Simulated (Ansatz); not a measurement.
W under a change: W → Bi

Take W in the bcc (W type) structure (space group Im-3m, No. 229; a = 3.154 Å) as the base.

Perturbation: Bi takes the place of W on all its sites; the structure is relaxed again.

Computed with plane-wave PAW DFT at the PBEsol level (Ansatz, a first-principles code, 420 eV), no SOC. k-mesh 17×17×17 (Γ-centred); smearing 0.05 eV (Fermi–Dirac), for the changed cell.

The volume per atom rises by 14.374 Å³ (15.69 Å³ → 30.07 Å³) and the lattice parameter a goes up by 0.7634 Å to 3.918 Å. The space group stays Im-3m (No. 229) and the shortest interatomic distance goes up by 0.661 Å, from 2.732 Å to 3.393 Å. The band gap is still zero.

Final structure:

```
CELL_PARAMETERS angstrom
     -1.95887     1.95887     1.95887
      1.95887    -1.95887     1.95887
      1.95887     1.95887    -1.95887
ATOMIC_POSITIONS crystal
  Bi 0.00000 0.00000 0.00000
```

Whether these cells are dynamically stable was not tested. For Bi in this form, whether it has been made was not checked. All final runs are without spin polarisation. This is not the structure that Bi has at room temperature and ambient pressure.
